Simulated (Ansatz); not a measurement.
The starting structures come from a database of crystals and need not be the phases stable at ambient conditions.

 Where the default PAW files enter, the runs use the earlier of Ansatz's two default sets.

Tunnelling through a barrier is set by its complex band structure: the current falls as exp(−2κd) with the smallest κ.

Data:

```yaml
crystal:
  lattice:
    - [5.00026, 0.00000, 0.00000]
    - [0.39814, 5.77388, 0.00000]
    - [-2.30106, 2.88694, 8.92554]
  atoms:
    - { symbol: Ba, position: [0.60695, 0.14305, 0.71390] }
    - { symbol: Ba, position: [0.39305, 0.85695, 0.28610] }
    - { symbol: As, position: [0.21546, 0.53454, 0.93092] }
    - { symbol: As, position: [0.78454, 0.46546, 0.06908] }
    - { symbol: As, position: [0.06160, 0.68840, 0.62320] }
    - { symbol: As, position: [0.93840, 0.31160, 0.37680] }
    - { symbol: O, position: [0.89911, 0.70797, 0.93934] }
    - { symbol: O, position: [0.10089, 0.29203, 0.06066] }
    - { symbol: O, position: [0.54023, 0.35269, 0.93934] }
    - { symbol: O, position: [0.45977, 0.64731, 0.06066] }
    - { symbol: O, position: [0.23942, 0.79827, 0.76876] }
    - { symbol: O, position: [0.76058, 0.20173, 0.23124] }
    - { symbol: O, position: [0.02934, 0.43297, 0.76876] }
    - { symbol: O, position: [0.97066, 0.56703, 0.23124] }
    - { symbol: O, position: [0.76867, 0.87924, 0.53446] }
    - { symbol: O, position: [0.23133, 0.12076, 0.46554] }
    - { symbol: O, position: [0.26579, 0.58630, 0.53446] }
    - { symbol: O, position: [0.73421, 0.41370, 0.46554] }
```

Space group of this cell: C2/c. The cell is taken as given; by r2SCAN its mean pressure is -1.2 GPa.

Transport runs along the normal of the first two printed cell vectors.

No gap correction and no spin-orbit coupling; mid-gap values are interpolated between computed energies.

Q: Compute, with Ansatz (a first-principles code) with r2SCAN, the band gap and the smallest decay constant κ at mid-gap.

A: Gap 3.72 eV on a 6×6×6 mesh; κ = 0.340 1/Å, at the zone centre.
